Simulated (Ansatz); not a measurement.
The starting structures come from a database of crystals and need not be the phases stable at ambient conditions.

 Where the default PAW files enter, the runs use the earlier of Ansatz's two default sets.

Given:

```
O2Si
1.0
    4.11412     0.00000     0.00000
    0.00000     5.08125     0.00000
    0.00000     0.00000     4.52716
Si O
4 8
Direct
  0.50000   0.65231   0.75000
  0.50000   0.34769   0.25000
  0.00000   0.84769   0.25000
  0.00000   0.15231   0.75000
  0.73090   0.38242   0.57997
  0.26910   0.61758   0.42003
  0.76910   0.11758   0.07997
  0.23090   0.88242   0.92003
  0.23090   0.11758   0.42003
  0.76910   0.88242   0.57997
  0.26910   0.38242   0.92003
  0.73090   0.61758   0.07997
```

Space group of this cell: Pbcn. The cell is taken as given; by r2SCAN its mean pressure is -9.8 GPa.

Level of theory: r2SCAN (plane waves, PAW; Ansatz, a first-principles code).

The current runs along the normal of the first two printed vectors; no spin-orbit coupling. Scaled by the factor s: the length along the current (ions clamped). Meshes 8×6×8 and 8×6 across the current in all rows.

```
s     mean pressure (GPa)  slowest mid-gap decay constant κ (1/Å)
----  -------------------  --------------------------------------
0.97                  0.9                                       ?
1.00                 -9.8                                   0.399
1.03                -18.6                                   0.372
```

### Question
Take the slope of the slowest mid-gap decay constant κ against ln s from the two given rows, extrapolate to s = 0.97, and say what the run there gives.

### Answer
Slope = (0.372 − 0.399) / ln 1.03 = -0.913 1/Å. The line gives 0.399 + (-0.913) × ln 0.97 = 0.427 1/Å. The run gives 0.426 1/Å, 0.001 1/Å under the line, 3 % of the predicted step.
